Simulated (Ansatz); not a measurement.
**A short convergence ladder for LuAu4 (I4/m, 5 atoms in the cell)**

```
LuAu4
1.0
   -3.33299     3.33299     2.06013
    3.33299    -3.33299     2.06013
    3.33299     3.33299    -2.06013
Lu Au
1 4
Direct
  0.00000   0.00000   0.00000
  0.20015   0.39883   0.59898
  0.79985   0.60117   0.40102
  0.39883   0.79985   0.19868
  0.60117   0.20015   0.80132
```

Base method: LDA (PW92), default PAW files made with PBE (plane waves; Ansatz, a quantum-chemistry and plane-wave program).

Base settings: basis.ecutwfc = 420 eV; kpoints.mp_grid.grid = 7 7 7; hamiltonian.xc = lda; hamiltonian.pseudopotentials = {kind: paw} (the program's default PAW files); scf.occupations.method = fermi_dirac; scf.occupations.width = 0.1 eV.

**Zone-centre phonons against the cutoff**

In this ladder: phonons.method = dfpt.

The mesh stays at the base's, so the ladder's end is converged at best in this setting alone.

Frequencies are those of the unrelaxed cell, without the LO-TO term of polar crystals.

Only quantities that move along the ladder and can be compared are tabulated.

| basis.ecutwfc | highest zone-centre frequency (cm⁻¹) | lowest optical frequency (cm⁻¹) |
|---|---|---|
| 210 eV | 134.3 | 51.8 |
| 295 eV | 131.6 | 71.7 |
| 420 eV | 127.7 | 70.1 |
| 505 eV | 127.7 | 70.1 |

Coarsest basis.ecutwfc that holds the lowest optical frequency within 2 cm⁻¹ of the last step, with all finer ones: 295 eV; the step before is off by 18 cm⁻¹.

Coarsest basis.ecutwfc that holds the highest zone-centre frequency within 1 cm⁻¹ of the last step, with all finer ones: 420 eV; the step before is off by 3.9 cm⁻¹.

On the base run: the starting cell comes from a database of computed structures (which also holds hypothetical and non-ambient phases and stackings), without a prior relaxation at this level. Its lattice was rescaled by up to half a per cent. In the base run, with a pressure of about -6 GPa the cell is away from its equilibrium volume at this level.

Keys are those of Ansatz 0.2.
